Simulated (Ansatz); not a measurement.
Consider interstitial Li in rock-salt MgO, charge state +1. The step: one Li atom jumps by itself; the atom moves 2.12 Å along (0.50, 0.00, 0.00) of the unit cell; the moving atom starts with neighbours 4 Mg at 2.10; 4 O at 1.80 Å and ends with 4 Mg at 2.10; 4 O at 1.80 Å. A PBE band in Ansatz (plane-wave PAW, the Γ point alone, 64 host sites, 50 SCF runs with any check of the saddle's order, static, no finite-size correction) gives a forward barrier of 1.38 eV. The check of the saddle point's order was inconclusive, and it lies on a symmetry element of the cell, where a band can be held. The charge state is imposed; whether it is stable for some Fermi level was not computed. Sites that were not tried may lie lower.

Single points at the band's start and saddle point can refine it. Rough cost of one point, in units of the band's mean SCF on the same machine:

```csv
Level,Cost of one point
"PBE, a 2×2×2 k-point mesh shifted by half a step",about 7
"r2SCAN at 500 eV, the Γ point alone",about 3
"HSE06, Γ point alone",about 10
```

**Question.** Which of these move the barrier by more than 0.1 eV, and how far does each move it?

**Answer.** Not one does. PBE, a 2×2×2 k-point mesh shifted by half a step: 0.00 eV; r2SCAN at 500 eV, the Γ point alone: +0.04 eV; HSE06, Γ point alone: 0.00 eV. Each functional is compared with PBE at the same k-points.

Ansatz is a first-principles code.
